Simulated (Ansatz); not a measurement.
For Pt3AlC (model structure, started from the Ni3MgC type, Pm-3m, No. 221, 5 atoms in the cell), PBEsol (PAW; Ansatz, a first-principles code) gives:

| Item | Result |
|---|---|
| lattice parameter a | 4.133 Å |
| bulk modulus | 230 GPa |

What does r²SCAN (Ansatz, plane waves, PAW) give for the same quantities?


- lattice constant a: 4.153 Å (grows by 0.5 %)
- bulk modulus: 222 GPa (falls by 3.5 %)

Changes are worked out from the printed values.

Unless a cell is named, each level is at its own relaxed cell (PBEsol 14.12, r²SCAN 14.32 Å³/atom).

Levels without +SOC leave out spin–orbit coupling, which shifts energies and cells of such heavy elements.

Caveats: the bulk modulus is −V dP/dV from two relaxed cells at ±2 % in volume (PBEsol, r²SCAN). Ansatz's density-functional and Hartree–Fock values are scalar-relativistic unless marked +SOC, with PAW data made under PBE.

A model structure was made by putting elements into a prototype or built by hand; it is no filed structure, need not be a known phase, and can be a saddle point held by its symmetry.
